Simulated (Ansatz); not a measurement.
Input:

```xyz
6
Lattice="4.2533 0.0000 0.0000 -2.1267 3.6835 0.0000 0.0000 0.0000 8.8241" Properties=species:S:1:pos:R:3 pbc="T T T"
Sr     0.0000     0.0000     4.4120
Sr     0.0000     0.0000     0.0000
As     0.0000     2.4557     6.6181
As     2.1267     1.2278     2.2060
Pd     0.0000     2.4557     2.2060
Pd     2.1267     1.2278     6.6181
```

These are PBEsol, DFPT electron-phonon coupling, linearised Boltzmann equation (plane waves, PAW, scalar-relativistic; Ansatz, a first-principles code) values and carry that method's errors. Cell: relaxed with this functional, without spin-orbit coupling.

Q: What phonon-limited resistivity does this give at 300 K?

A: 26 (x), 26 (y), 340 (z) μΩ·cm.

Q: And the electrons' mean free path at that temperature?

A: 5.2 (x), 5.2 (y), 2.5 (z) nm, weighted by the current that each state carries. Wires not much wider than this gain resistivity from their walls.

A metal at this level (no band gap). Only scattering by harmonic phonons is included (no impurities, grain boundaries, electron-electron scattering or thermal expansion). Spin-orbit coupling is left out. Values near or above 100 μΩ·cm, or paths under about 2 nm, lie near resistivity saturation, where the Boltzmann equation overshoots. Halving the electron mesh (24x24x12) moves the resistivity by up to 1 % at 300 K, the mean free path by up to 5 %. Smearing 0.20 eV; phonons on a 4x4x2 q mesh, which this run doesn't test.

Computed structure with no diffraction record at hand here (it may be known, metastable or hypothetical): SrPdAs (P6_3/mmc).
